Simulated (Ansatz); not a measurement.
The starting structures come from a database of crystals and need not be the phases stable at ambient conditions.

 Where the default PAW files enter, the runs use the earlier of Ansatz's two default sets.

Inside the gap of an insulator the Bloch states are evanescent, with a wavenumber k + iκ along the transport direction.

Data:

```xyz
17
Lattice="7.0626 0.0000 0.0000 -3.5313 6.1164 0.0000 3.5313 2.0388 5.7666" Properties=species:S:1:pos:R:3 pbc="T T T"
Sn     0.0000     0.0000     0.0000
H      3.5313     7.0901     3.9806
H      3.5313     1.0650     1.7859
H      3.5313     2.0388     0.4088
H      3.5313     6.1164     5.3577
H      4.3746     5.6295     3.9806
H      2.6880     2.5257     1.7859
H      4.3746     2.5257     1.7859
H      2.6880     5.6295     3.9806
N      3.5313     6.1164     4.3249
N      3.5313     2.0388     1.4416
Cl     7.0626     2.0106     1.4217
Cl     0.0000     6.1445     4.3448
Cl     1.7900     3.0441     4.3448
Cl     5.2725     5.1111     1.4217
Cl     1.7900     5.1111     1.4217
Cl     5.2725     3.0441     4.3448
```

Space group of this cell: Fm-3m. The cell was relaxed by PBE-D3(BJ); by r2SCAN its mean pressure is -0.8 GPa.

Transport runs along the normal of the first two printed cell vectors, the (111) plane of the conventional cell.

The gap is the functional's own. No spin-orbit coupling. Mid-gap values are interpolated on the energy grid.

Task: State the band gap and the smallest decay constant κ at mid-gap according to r2SCAN in Ansatz (a quantum-chemistry and plane-wave program).

Result: Gap 2.68 eV on a 6×6×6 mesh; κ = 0.280 1/Å, at the zone centre.
